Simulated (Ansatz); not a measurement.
**What biaxial strain +2.40 %, plane normal [001], relaxed out of plane does to SiC**

Base system: SiC in the wurtzite structure (space group P6_3mc, No. 186; a = 3.0920 Å, c = 5.0743 Å). Axes: x lies along a and z along c of the hexagonal cell.

It is then changed as follows: biaxial strain +2.40 %, plane normal [001], relaxed out of plane (Cartesian); in-plane vectors clamped, the third vector and the atoms free.

Computed with PBE, PAW, 420 eV (Ansatz, an electronic-structure program; spin-orbit coupling left out). k-mesh 12×12×7 (Γ-centred); smearing 0.05 eV (Fermi–Dirac).

The volume per atom rises by 0.463 Å³ (10.50 Å³ → 10.97 Å³) and the space group is still P6_3mc (No. 186). The shortest interatomic distance rises by 0.019 Å (1.893 Å → 1.912 Å) and the band gap grows by 0.11 eV, from 2.31 eV to 2.42 eV. The gap character becomes indirect, Γ → M (base: indirect, Γ → K) and the smallest direct gap drops by 0.315 eV to 3.63 eV. The width of the top valence band shrinks by 0.215 eV, from 3.84 eV to 3.63 eV and the valence-band top at Γ (three highest levels, from the VBM) goes from 0.00, 0.00, -0.11 eV to 0.00, -0.11, -0.11 eV. The valley order (the lowest conduction-band minima on the path, energy above the VBM, named in the base's zone) is M (0, 1/2, 0) 2.42 eV; K (-1/3, -1/3, 0) 2.46 eV; Γ 3.83 eV and the out-of-plane strain is -0.43 %. The ratio −ε⊥/ε∥ is 0.18.

No phonon test of stability was made.
